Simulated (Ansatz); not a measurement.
**How far to go with the plane-wave cutoff: Li₂HfO₃ (Cm, 6 atoms in the cell)**

```
Li2HfO3
1.0
    4.80618    -2.09009     0.00000
    4.80618     2.09009     0.00000
   -0.06897     0.00000     3.19758
Li Hf O
2 1 3
Direct
  0.65680   0.65680   0.52283
  0.34331   0.34331   0.49281
  0.00000   0.00000   0.00000
  0.85976   0.85976   0.49067
  0.14024   0.14024   0.50933
  0.50000   0.50000   0.00000
```

Method of the run: PBEsol, default PAW files made with PBE (plane waves; Ansatz, a quantum-chemistry and plane-wave program).

Base settings: basis.ecutwfc = 420 eV; kpoints.mp_grid.grid = 6 6 7; hamiltonian.xc = pbesol; hamiltonian.pseudopotentials = {kind: paw} (the program's default PAW files); scf.occupations.method = fermi_dirac; scf.occupations.width = 0.02 eV.

The second cell is the first with its lattice scaled by 0.98.

The mesh stays at the base's, so the ladder's end is converged at best in this setting alone.

The first pressure column holds Ansatz's estimate of the finite-basis (Pulay) stress, which hides part of the cutoff error; the other is without it.

Only quantities that move along the ladder and can be compared are tabulated.

The count of work is k-points × plane waves × bands × iterations; it is no time. 

The starting cell comes from a database of computed structures (which also holds hypothetical and non-ambient phases and stackings), without a prior relaxation at this level. Its lattice was rescaled by up to half a per cent. One atom was moved a little off its site on purpose.

```tsv
basis.ecutwfc	free energy less the last step's (meV/atom)	energy of the compressed cell less the first (meV/atom)	pressure (GPa)	pressure without the Pulay estimate (GPa)	largest difference of a force vector from the last step's (eV/Å)	count of work / last
145 eV	18160.75	119.99	35.57	-711.70	2.496	0.054
170 eV	9129.22	92.36	10.95	-404.43	0.425	0.070
190 eV	5441.95	6.79	-4.36	-268.64	0.254	0.080
210 eV	3243.33	21.97	-3.00	-179.99	0.531	0.094
230 eV	1911.58	10.95	-2.02	-120.78	0.597	0.11
250 eV	1094.65	12.96	-2.18	-79.61	0.201	0.12
295 eV	288.28	10.14	-2.21	-28.43	0.094	0.14
335 eV	81.32	11.35	-2.27	-11.05	0.027	0.19
380 eV	18.39	11.30	-2.26	-4.63	0.008	0.23
420 eV	4.59	11.68	-2.15	-2.81	0.001	0.27
460 eV	1.56	11.76	-2.14	-2.26	0.002	0.31
505 eV	1.13	11.75	-2.14	-2.16	0.002	0.36
565 eV	0.94	11.73	-2.15	-2.17	0.001	0.42
630 eV	0.74	11.71	-2.15	-2.16	0.001	0.50
735 eV	0.63	11.70	-2.15	-2.16	0.001	0.62
840 eV	0.40	11.70	-2.15	-2.18	0.001	0.76
1010 eV	0.00	11.67	-2.16	-2.17	0.000	1.0
```

Coarsest basis.ecutwfc that holds the energy of the compressed cell less the first within 1 meV/atom of the last step, with all finer ones: 335 eV, at 0.19 of the last step's count of work; the step before is off by 1.5 meV/atom.

Coarsest basis.ecutwfc that holds the pressure without the Pulay estimate within 1 GPa of the last step, with all finer ones: 420 eV, at 0.27 of the last step's count of work; the step before is off by 2.5 GPa.

Coarsest basis.ecutwfc that holds the forces within 0.02 eV/Å of the last step, with all finer ones: 380 eV, at 0.23 of the last step's count of work; the step before is off by 0.027 eV/Å.

The energy difference between the two cells stays within 1 meV/atom of the last step's from 335 eV on, the total only from 565 eV on: much of the error is common to both cells and cancels.

At the lowest cutoff the pressure without the Pulay estimate lies 710 GPa under the last step's, the usual sign of Pulay stress in an incomplete plane-wave basis.

Keys are those of Ansatz 0.2.
